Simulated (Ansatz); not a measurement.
The parent structure is Ba in the bcc (W type) structure (space group Im-3m, No. 229).

```
Ba
1.0
   -2.53447     2.53447     2.53447
    2.53447    -2.53447     2.53447
    2.53447     2.53447    -2.53447
Ba
1
Direct
  0.00000   0.00000   0.00000
```

Level of theory: r2SCAN, PAW, 500 eV (Ansatz, a first-principles code; no spin-orbit coupling), earlier PAW set.

For the base:

| Item | Result |
|---|---|
| Density | 3.50 g/cm³ |

Modification: full substitution Ba → Cs, then cell and atoms are relaxed.

Tabulated Pauling electronegativity and covalent radius: Ba 0.89, 2.15 Å; Cs 0.79, 2.44 Å.

**Question.** What happens to the density?

**Answer.** The density drops by 1.70 g/cm³, from 3.50 g/cm³ to 1.80 g/cm³.

Whether these cells are dynamically stable was not tested. The final runs are not spin-polarised.
